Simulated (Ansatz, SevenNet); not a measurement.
Formation enthalpy (eV/atom) of solids drawn from the class of intermetallic compounds, at two levels: the machine-learned potential SevenNet-l3i5 (trained on PBE and PBE+U data), and PBE in Ansatz (PAW).

```tsv
solid	SevenNet-l3i5	PBE	shift (eV/atom)
CsCl-type RuAl	-0.690	-0.639	+0.051
fluorite PtAl2	-0.921	-0.883	+0.038
L1₀ (CuAu-type) CuAu	-0.046	-0.052	-0.006
CsCl-type CuZn	-0.090	-0.091	-0.001
L1₂ (Cu3Au-type) Pt3Ti	-0.871	-0.855	+0.016
L1₂ (Cu3Au-type) Ni3Fe	-0.086	-0.089	-0.003
B20 (FeSi-type) FeGe	-0.149	-0.088	+0.061
L1₀ (CuAu-type) TiAl	-0.448	-0.406	+0.042
L1₀ (CuAu-type) FePt	-0.274	-0.229	+0.045
CsCl-type PdIn	-0.500	-0.486	+0.014
```

The shifts run from -0.006 eV/atom to +0.061 eV/atom, with a median of +0.027 eV/atom.

Over all 10 rows PBE is the larger in 7.

Density-functional runs with spin start from parallel moments for L1₂ (Cu3Au-type) Ni3Fe, parallel moments for B20 (FeSi-type) FeGe, parallel moments for L1₀ (CuAu-type) FePt.

Spin–orbit coupling is left out, also for the solids with elements from indium on (fluorite PtAl2, L1₀ (CuAu-type) CuAu, L1₂ (Cu3Au-type) Pt3Ti, L1₀ (CuAu-type) FePt, CsCl-type PdIn); its size isn't shown.

The solid named is at each level's own relaxed cell; a reference phase can be a single point on another level's cell. Ansatz's density-functional and Hartree–Fock values are scalar-relativistic unless marked +SOC, with PAW data made under PBE.

Ansatz is a program for electronic structure.
